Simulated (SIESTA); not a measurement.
Band structure of YAlCo₄ (P-6m2, 6 atoms in the cell).

```
YAlCo4
1.0
    5.04586     0.00000     0.00000
   -2.52293     4.36984     0.00000
    0.00000     0.00000     3.87133
Y Al Co
1 1 4
Direct
  0.66667   0.33333   0.00000
  0.00000   0.00000   0.00000
  0.33333   0.66667   0.00000
  0.65987   0.82993   0.50000
  0.17007   0.34013   0.50000
  0.17007   0.82993   0.50000
```
Moments meant for the start (each program seeds them in its own way; μB, in the order of the atoms Y Al Co Co Co Co): 0.0 0.0 3.0 3.0 3.0 3.0.

Computed with SIESTA with LDA PW92, numerical atomic orbitals TZP, PseudoDojo LDA standard norm-conserving potentials (rewritten from UPF to PSML).

Settings: XC.functional = LDA; XC.authors = PW92; potentials = PseudoDojo LDA standard; PAO.BasisSize = TZP; PAO.EnergyShift = 0.01 Ry; MeshCutoff = 300 Ry; kgrid.MonkhorstPack = 5 5 6; OccupationFunction = MP; OccupationMPOrder = 0; ElectronicTemperature = 50 meV; Spin = polarized; DM.InitSpin = [1 +0.00, 2 +0.00, 3 +3.00, 4 +3.00, 5 +3.00, 6 +3.00]; MaxSCFIterations = 150; SCF.Mixer.Method = Pulay.

The starting cell comes from a database of computed structures (which also holds hypothetical and non-ambient phases and stackings), without a prior relaxation at this level. The magnetic order is the one reached from the typed start; others were not searched systematically. Values carry the incompleteness of an atom-centred basis.

Levels in eV from the Fermi level, bands 40 to 45 of the first spin channel:
```tsv
point	40	41	42	43	44	45
Γ	-0.73	-0.48	-0.04	0.86	0.93	0.93
M	-1.13	-1.03	-0.58	-0.27	0.98	1.61
K	-1.13	-1.11	-0.63	-0.55	1.36	1.40
A	-0.82	-0.82	-0.52	-0.52	-0.04	0.08
L	-1.09	-0.71	-0.65	-0.32	-0.28	1.03
H	-1.18	-0.87	-0.47	-0.27	-0.25	0.20
```

Bands cross the Fermi level along this path, so the cell is metallic at this level.

Higher empty bands are left out: an atom-centred basis made for the valence describes them poorly.

The net moment of the cell came out as 4.02 μB.
